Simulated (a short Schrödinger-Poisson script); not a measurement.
Stack: symmetric double-gate stack, SiO2 on p-type Si(111), at 300 K.

```tsv
layer	material	thickness (nm)	Na (cm⁻³)
1	SiO2	1.9	-
2	Si	3	1e16
3	SiO2	1.9	-
```

Constants are typed, rounded textbook-type inputs, not results; the design itself was drawn at random and stands for no fabricated device. SiO2: permittivity 3.9, conduction-band edge (eV) 3.15, gap (eV) 9, electron mass (mₑ) 0.5. Si: permittivity 11.7, conduction-band edge (eV) 0, gap (eV) 1.124, Nv at 300 K (cm⁻³) 3.1e19.

Channel valleys (confinement mass, in-plane density-of-states mass, number): Δ6 0.258, 0.358, 6. At the gates, both at one voltage, the conduction-band edge of layer 1 lies 3.19 eV − eVg above the Fermi level of the channel. Gaps are held at their typed values at every temperature. Mesh 0.03 nm at interfaces.

Solved with a short Schrödinger-Poisson script written for these runs: 1D Poisson equation in equilibrium, electrons quantum, Hartree (BenDaniel-Duke, 12 states a valley, the channel's in-plane mass for all, wave functions ending at the dielectric), parabolic valleys, classical holes, full ionisation, no traps, pinning or gate leakage.

The same stack at other levels of the model or other numerical settings:

```csv
run,sheet density of all electrons at Vg = 1.5 V (cm⁻²),sheet density of all electrons at Vg = 0.3 V (cm⁻²),capacitance of both gates at Vg = 1.5 V (μF/cm²),rough cost against the base
base,2.52e13,2.94e12,3.06,about 1
"electrons treated as classical, Boltzmann",3.11e13,5.70e12,3.50,0.1
"electrons treated as classical, Fermi-Dirac",2.98e13,5.56e12,3.31,0.3
mesh six times as coarse,2.52e13,2.95e12,3.06,0.5
one subband a valley,2.52e13,2.94e12,3.06,0.7
```

The classical rows ignore confinement, and Boltzmann statistics overrate the density once the band edge passes the Fermi level.
